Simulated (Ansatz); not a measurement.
Here is the system:

```xyz
3
Lattice="0.0000 2.8443 2.8443 2.8443 0.0000 2.8443 2.8443 2.8443 0.0000" Properties=species:S:1:pos:R:3 pbc="T T T"
Ce     0.0000     0.0000     0.0000
O      1.4221     1.4221     1.4221
O      4.2664     4.2664     4.2664
```

No spin polarisation.

All numbers come from Ansatz (a program for electronic structure), PBE, PAW, cutoff 420 eV, scalar-relativistic without spin-orbit coupling, earlier PAW set. Γ-centred 10×10×10 mesh, Fermi–Dirac width 0.05 eV.

Problem. Predict the band gap, width of the top valence band, smallest direct gap and pressure.

Solution. 
```json
{
  "band_gap": "1.54 eV",
  "width_of_the_top_valence_band": "0.69 eV",
  "smallest_direct_gap": "1.60 eV",
  "pressure": "-15.92 GPa"
}
```

The cells carry an imposed strain or load. Stability against distortions was not tested. The final runs are not spin-polarised. The cell was made from CeO2 in the fluorite structure (space group Fm-3m, No. 225) by this change: isotropic strain +4.10 %.
